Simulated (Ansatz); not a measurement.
**NbAs, element substitutions**

Consider NbAs (space group I4_1md, No. 109; a = 3.4736 Å, c = 11.7487 Å).

Each row replaces one element on all its sites; cell and atoms are relaxed.

Level of theory: Kohn–Sham DFT with the PBE functional, run in Ansatz (a first-principles code) with PAW and 420 eV plane waves, no SOC.

```json
[
 {"case": "base", "density": "7.86 g/cm³", "shortest interatomic distance": "2.631 Å", "c/a ratio": "3.382"},
 {"case": "Nb → Ta", "density": "[?]", "shortest interatomic distance": "2.622 Å", "c/a ratio": "3.388"},
 {"case": "As → P", "density": "6.43 g/cm³", "shortest interatomic distance": "[?]", "c/a ratio": "3.414"},
 {"case": "Nb → Be", "density": "4.81 g/cm³", "shortest interatomic distance": "2.380 Å", "c/a ratio": "[?]"}
]
```

Question: What belongs in the blanks?

Answer: 
- Nb → Ta, density: 12.08 g/cm³
- As → P, shortest interatomic distance: 2.542 Å
- Nb → Be, c/a ratio: 3.171

Stability against distortions was not tested. As relaxed here, BeAs is a hypothetical phase, not in the database extracts checked. All final runs are without spin polarisation.
